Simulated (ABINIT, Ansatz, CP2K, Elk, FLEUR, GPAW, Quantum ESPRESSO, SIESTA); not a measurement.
## KMnF3 (Pm-3m, 5 atoms in the cell) computed with different codes at matched settings

Self-consistent single point.

```
KMnF3
1.0
    4.18268     0.00000     0.00000
    0.00000     4.18268     0.00000
    0.00000     0.00000     4.18268
K Mn F
1 1 3
Cartesian
  2.09134   2.09134   2.09134
  0.00000   0.00000   0.00000
  2.09134   0.00000   0.00000
  0.00000   2.09134   0.00000
  0.00000   0.00000   2.09134
```
Moments meant for the start (each program seeds them in its own way; μB, in the order of the atoms K Mn F F F): 0.0 4.0 0.0 0.0 0.0.

All programs got the same cell, k-point mesh and kind of occupations, and the same starting moments (in Ansatz's words: kpoints.mp_grid.grid = 4 4 4; magnetization.spin_polarized = true; scf.occupations.method = fermi_dirac; scf.occupations.width = 0.02 eV); potentials, basis and cutoffs are each program's usual ones.

| code | model | pressure (GPa) | gap on the mesh (eV) | size of the net moment (μB/atom) | k-points | cutoff |
|---|---|---|---|---|---|---|
| CP2K | LDA (Pade form), GPW, DZVP-MOLOPT-SR-GTH basis, GTH-PADE potentials (GTH_POTENTIALS) | -4.16 | 1.010 | 1.00 | 36 | grid 600 Ry |
| GPAW | LDA (Perdew-Wang 92), GPAW PAW datasets LDA (gpaw-data 1.0.1) | – | 0.706 | 1.00 | 10 | 900 eV |
| Elk | LDA (PW92), all-electron FP-LAPW, Elk's shipped species files, APW+lo basis with extra local orbitals | – | 1.031 | 1.00 | 10 | rgkmax 7.5 |
| ABINIT | LDA (PW92), norm-conserving pseudopotentials (PseudoDojo nc-sr-04 LDA standard) | -4.57 | 0.978 | 1.00 | 10 | 48 Ha |
| SIESTA | LDA PW92, numerical atomic orbitals DZP, PseudoDojo LDA standard norm-conserving potentials (rewritten from UPF to PSML) | -5.28 | 0.989 | 1.00 | 44 | grid 350 Ry |
| Quantum ESPRESSO | LDA (PW92), PseudoDojo standard norm-conserving (LDA) pseudopotentials | -4.56 | 0.978 | 1.00 | 10 | 100 Ry |
| Ansatz | LDA (PW92), PAW files made with PBE | -4.80 | 0.871 | 1.00 | 10 | 420 eV |
| FLEUR | LDA (Vosko-Wilk-Nusair), all-electron FLAPW (FLEUR), scalar-relativistic valence | – | 0.923 | 1.00 | 10 | Kmax 4.6 1/bohr |

A dash marks a value that a program does not give, or that is left out as unsure.

Gaps are read on the mesh.

The spread over the programs that give each value: pressure within 1.12 GPa; gap on the mesh within 0.325 eV; size of the net moment within 0.00 μB/atom.

The starting cell comes from a database of computed structures (which also holds hypothetical and non-ambient phases and stackings), without a prior relaxation at this level. On Ansatz's run: With one magnetic atom in the cell only a parallel order is possible. In the base run, with a pressure of about -4 GPa the cell is away from its equilibrium volume at this level.

Why do the programs differ, and what cannot be compared?

Differences of this kind can come from the potentials, where these differ, and from what each basis and cutoff leave unconverged. The zero of total energies and Fermi levels follows the potentials and each program's conventions, so they are not compared here. CP2K and SIESTA use small atom-centred bases, whose incompleteness enters pressures, forces and empty levels differently from a plane-wave cutoff. Elk and FLEUR treat all electrons, but the usual bases taken here (sphere radii, linearisation, local orbitals, empty states) were not tested for convergence, so the values are no reference for the others. Ansatz's pressure is given at a fixed set of plane waves, as the other plane-wave codes print theirs; with its correction for the finite basis it is -4.32 GPa (the shift of 0.48 GPa shows how far the cutoff is from converged). The pressure of GPAW is left out: its cutoff lies under the one at which its stress was checked. Site moments depend on each program's spheres or projections; the total moment of the cell does not. The programs reduce the same mesh by symmetry to different extents, which changes the work and not the result. In the gap, GPAW (by 0.219) lies more than 0.12 eV from the median of the plane-wave programs.

Ansatz is a quantum-chemistry and plane-wave program.

Keys are those of Ansatz 0.2.
